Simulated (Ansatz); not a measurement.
Ansatz (a program for electronic structure) run on NbH (Cmme, 4 atoms in the cell): zone-centre phonon calculation.

Computed with LDA (PW92), default PAW files made with PBE (plane waves; Ansatz).

```yaml
crystal:
  lattice:
    - [1.83983, -2.38602, 0.00000]
    - [1.83983, 2.38602, 0.00000]
    - [0.00000, 0.00000, 4.78982]
  atoms:
    - { symbol: Nb, position: [0.75000, 0.25000, 0.26884] }
    - { symbol: Nb, position: [0.25000, 0.75000, 0.73116] }
    - { symbol: H, position: [0.25000, 0.25000, 0.00000] }
    - { symbol: H, position: [0.75000, 0.75000, 0.00000] }
```

Reference input (self-consistent single point, DFT, LDA (PW92), plane waves, default PAW files made with PBE): basis.ecutwfc = 420 eV; kpoints.mp_grid.grid = 11 11 7; hamiltonian.xc = lda; hamiltonian.pseudopotentials = {kind: paw} (the program's default PAW files); scf.occupations.method = fermi_dirac; scf.occupations.width = 0.1 eV. This run's input differs from it in these lines:

```diff
@@ -24,6 +24,6 @@
     width: 0.1 eV
-output:
-  forces: true
-  eigenvalues: true
-  stress: true
+  convergence:
+    dr2_threshold: 1.0e-05 eV
+phonons:
+  method: dfpt
```

Output (repeated stretches shortened):

```
SCF iter   1: F=—  HF=-8917.308992 eV  |F-HF|=—  |Δ(HF+E_count)|=         —  Δρ=8.65e-3  dr2=1.27e-2  ethr=1.77e-3  ⟨swp⟩=5.1  Hψ=19296  notcnv=0
all-band conjugate gradients solve this SCF's bands
preconditioner: auto → Kerker (q_TF=auto, 2.549 Å⁻¹)
SCF iter   2: F=—  HF=-8917.306997 eV  |F-HF|=—  |Δ(HF+E_count)|=   2.00e-3  Δρ=4.89e-3  dr2=4.92e-3  ethr=4.54e-5  ⟨swp⟩=1.6  Hψ=6732  notcnv=0
SCF iter   3: F=—  HF=-8917.305652 eV  |F-HF|=—  |Δ(HF+E_count)|=   1.35e-3  Δρ=4.01e-4  dr2=1.08e-4  ethr=1.76e-5  ⟨swp⟩=2.3  Hψ=5655  notcnv=0
SCF iter   4: F=—  HF=-8917.305628 eV  |F-HF|=—  |Δ(HF+E_count)|=   2.39e-5  Δρ=1.04e-4  dr2=8.92e-6  ethr=3.87e-7  ⟨swp⟩=2.2  Hψ=6336  notcnv=0
iter 5 did not close the SCF: its close was put off for the readings that it lacked (scf_convergence_deferred on its scf_iter line)
SCF iter   5: F=-8917.305625 eV  HF=-8917.305626 eV  |F-HF|=4.17e-7  |Δ(HF+E_count)|=   2.19e-6  Δρ=3.02e-5  dr2=6.01e-7  ethr=3.19e-8  ⟨swp⟩=2.2  Hψ=5964  notcnv=0
SCF iter   6: F=-8917.305625 eV  HF=-8917.305625 eV  |F-HF|=3.77e-9  |Δ(HF+E_count)|=   1.58e-7  Δρ=4.91e-6  dr2=9.60e-9  ethr=2.15e-9  ⟨swp⟩=5.9  Hψ=26119  notcnv=0
SCF 1 converged in 6 iterations: F = -8917.305625 eV  dr2 = 9.60e-9
DFPT response loops at Γ: preconditioner auto → Kerker (q_TF=auto, 2.549 Å⁻¹) (partly filled bands, converged f_vac=0.000) …
Free energy (F): -8917.305625 eV
Internal energy: -8917.271906 eV  (E = F + TS)
E sigma→0 (E₀):  -8917.288766 eV
Entropy (-TS):   -0.033719 eV (-8.430 meV/atom)
Fermi energy:    15.931397 eV
--- Phonons (Γ-DFPT): 6 representative perturbations + reference, on 244 of 847 k-points (Σ response iterations 18) ---
  k mesh reduced under 2 symmetry operations, with k and −k counted as one. Each operation leaves every solved displacement unchanged or reverses it
  ASR residual: 1.528e-3 → 0.000e0 eV/Å²; symmetrization residual: 3.802e-7 eV/Å²
  ASR residual per site (eV/Å²): 8.69e-4 8.69e-4 1.53e-3 1.53e-3
  Γ frequencies (cm⁻¹): 0.00 0.00 0.00 146.63 177.36 253.15 1108.24 1131.69 1139.60 1148.59 1194.70 1365.83
  non-analytic LO–TO correction: not included (Born effective charges unavailable; polar crystals: no LO–TO splitting at Γ)
```

The run converged in 6 iterations.  The full log also holds: “iter 5 did not close the SCF: its close was put off for the readings that it lacked (scf_convergence_deferred on its scf_iter line)”.

Summary of the result:
- Free energy E − TS (on the zero of these files) = -8917.3056 eV
- Fermi level (on the code's own zero) = 15.93 eV
- Zone-centre frequencies (cm⁻¹; negative means imaginary) = 0, 0, 0, 147, 177, 253, 1108, 1132, 1140, 1149, 1195, 1366

The starting cell comes from a database of computed structures (which also holds hypothetical and non-ambient phases and stackings), without a prior relaxation at this level. Its lattice was rescaled by up to half a per cent. Spin polarisation is off.

Cost on one core of a shared machine: roughly 70 s.

Keys are those of Ansatz 0.2.
